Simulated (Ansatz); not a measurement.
# AlB2-type ZrB₂: properties by level of theory

Reference values: lattice constant a 3.17 Å (measured, room temperature, not corrected to a static lattice; as tabulated in Zhang et al. (2020), arXiv:1911.03307); lattice parameter c 3.532 Å (measured, room temperature, no zero-point or thermal correction; as tabulated in Zhang et al. (2020), arXiv:1911.03307).

```tsv
level (code)	lattice parameter a (Å)	lattice parameter c (Å)
PBE-D3(BJ) (Ansatz)	3.145	[?]
PBEsol-D3(BJ) (Ansatz)	3.131	3.474
LC-ωPBE (Ansatz)	3.145	3.496
PBE0 (Ansatz)	3.158	[?]
r²SCAN0 (Ansatz)	3.158	3.532
```

Question: Fill in the missing entries.

Answer: 
- PBE-D3(BJ) (Ansatz, a first-principles code), lattice parameter c (Å): 3.509
- PBE0 (Ansatz), lattice parameter c (Å): 3.525

Differences from the reference values (errors of the level alone only where the reference is corrected to a static lattice):

```tsv
level	lattice constant a (%)	lattice parameter c (%)
PBE-D3(BJ)	-0.79	-0.65
PBEsol-D3(BJ)	-1.23	-1.64
LC-ωPBE	-0.79	-1.02
PBE0	-0.38	-0.20
r²SCAN0	-0.38	0.00
```

Nearest: lattice constant a, not ranked (reference at room or unstated temperature); lattice parameter c, not ranked (reference at room or unstated temperature).

Ansatz's density-functional and Hartree–Fock values are scalar-relativistic unless marked +SOC, with PAW data made under PBE.

Differences are worked out from the printed values.

The computed numbers hold no vibrational or temperature effects.
